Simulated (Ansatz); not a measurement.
We consider K₂CO₃ (C2/c, No. 15, 12 atoms in the cell; start mp-554072; a measured phase of this formula has another space group), described by HSE06 (Ansatz, a quantum-chemistry and plane-wave program, plane waves, PAW).

Settings: plane-wave cutoff 500 eV, 4×4×4 k mesh, gaussian smearing 0.02 eV, scalar-relativistic PAW data made under PBE.

Cell (relaxed with r²SCAN):

```cif
data_C2K4O6
_chemical_formula_sum 'K4 C2 O6'
_space_group_name_H-M_alt 'P 1'
_space_group_IT_number 1
_cell_length_a 5.74140
_cell_length_b 5.74140
_cell_length_c 6.75406
_cell_angle_alpha 95.247
_cell_angle_beta 95.247
_cell_angle_gamma 121.714
loop_
_space_group_symop_operation_xyz
  'x, y, z'
loop_
_atom_site_label
_atom_site_type_symbol
_atom_site_fract_x
_atom_site_fract_y
_atom_site_fract_z
_atom_site_occupancy
K1 K 0.33438 0.66562 0.75000 1
K2 K 0.66562 0.33438 0.25000 1
K3 K 0.00000 0.00000 0.50000 1
K4 K 0.00000 0.00000 0.00000 1
C1 C 0.33194 0.66806 0.25000 1
C2 C 0.66806 0.33194 0.75000 1
O1 O 0.77591 0.56787 0.68731 1
O2 O 0.22409 0.43213 0.31269 1
O3 O 0.43213 0.22409 0.81269 1
O4 O 0.56787 0.77591 0.18731 1
O5 O 0.79685 0.20315 0.75000 1
O6 O 0.20315 0.79685 0.25000 1
```

Give the computed band gap.


- band gap = 5.79 eV (on the SCF k mesh)

Note: cell and atoms aren't relaxed at this level (largest force component 0.49 eV/Å).

The computed numbers hold no vibrational or temperature effects.

The result took about 6 core-minutes (a rough figure).

A start named mp-… is a Materials Project structure, which need not be a measured phase.
